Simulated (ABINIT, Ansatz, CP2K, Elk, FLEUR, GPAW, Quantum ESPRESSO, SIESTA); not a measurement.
**Code comparison for GaN (F-43m, 2 atoms in the cell)**

Self-consistent single point.

```
CELL_PARAMETERS angstrom
      0.00000     2.30195     2.30195
      2.30195     0.00000     2.30195
      2.30195     2.30195     0.00000
ATOMIC_POSITIONS crystal
  Ga 0.00000 0.00000 0.00000
  N  0.75000 0.75000 0.75000
```

Shared settings, as Ansatz (an electronic-structure program) writes them: kpoints.mp_grid.grid = 6 6 6; scf.occupations.method = fixed. Potentials and cutoffs stand in the table.

```json
[
 {"code": "CP2K", "model": "LDA (Pade form), GPW, DZVP-MOLOPT-SR-GTH basis, GTH-PADE potentials (GTH_POTENTIALS)", "pressure (GPa)": "-13.79", "gap on the mesh (eV)": "1.266", "cutoff": "grid 600 Ry"},
 {"code": "ABINIT", "model": "LDA (PW92), norm-conserving pseudopotentials (PseudoDojo nc-sr-04 LDA standard)", "pressure (GPa)": "-16.31", "gap on the mesh (eV)": "1.346", "cutoff": "42 Ha"},
 {"code": "GPAW", "model": "LDA (Perdew-Wang 92), GPAW PAW datasets LDA (gpaw-data 1.0.1)", "pressure (GPa)": "–", "gap on the mesh (eV)": "1.439", "cutoff": "950 eV"},
 {"code": "Elk", "model": "LDA (PW92), all-electron FP-LAPW, Elk's shipped species files, APW+lo basis with extra local orbitals", "pressure (GPa)": "–", "gap on the mesh (eV)": "1.306", "cutoff": "rgkmax 7.5"},
 {"code": "FLEUR", "model": "LDA (Perdew-Zunger), all-electron FLAPW (FLEUR), scalar-relativistic valence", "pressure (GPa)": "–", "gap on the mesh (eV)": "1.290", "cutoff": "Kmax 4.7 1/bohr"},
 {"code": "SIESTA", "model": "LDA PW92, numerical atomic orbitals DZP, PseudoDojo LDA standard norm-conserving potentials (rewritten from UPF to PSML)", "pressure (GPa)": "-13.44", "gap on the mesh (eV)": "1.373", "cutoff": "grid 350 Ry"},
 {"code": "Ansatz", "model": "LDA (PW92), PAW files made with PBE", "pressure (GPa)": "-16.42", "gap on the mesh (eV)": "1.320", "cutoff": "default"},
 {"code": "Quantum ESPRESSO", "model": "LDA (PZ), GBRV 1.5 ultrasoft (LDA) pseudopotentials", "pressure (GPa)": "-15.73", "gap on the mesh (eV)": "1.326", "cutoff": "50 Ry"}
]
```

A dash marks a value that a program does not give, or that is left out as unsure.

Gaps are read on the mesh.

The spread over the programs that give each value: pressure within 2.98 GPa; gap on the mesh within 0.173 eV.

CP2K and SIESTA use small atom-centred bases, whose incompleteness enters pressures, forces and empty levels differently from a plane-wave cutoff. Elk and FLEUR treat all electrons, but the usual bases taken here (sphere radii, linearisation, local orbitals, empty states) were not tested for convergence, so the values are no reference for the others. Ansatz's pressure is given at a fixed set of plane waves, as the other plane-wave codes print theirs; with its correction for the finite basis it is -16.08 GPa (the shift of 0.34 GPa shows how far the cutoff is from converged). The pressure of GPAW is left out: its cutoff lies under the one at which its stress was checked. The same LDA comes in different parametrisations, which differ slightly. In the pressure, CP2K (by 2.51) and SIESTA (by 2.86) lie more than 1 GPa from the median of the plane-wave programs.

The starting cell comes from a database of computed structures (which also holds hypothetical and non-ambient phases and stackings), without a prior relaxation at this level. Its lattice was rescaled by a random factor within 2.5 % of one.

Keys are those of Ansatz 0.2.
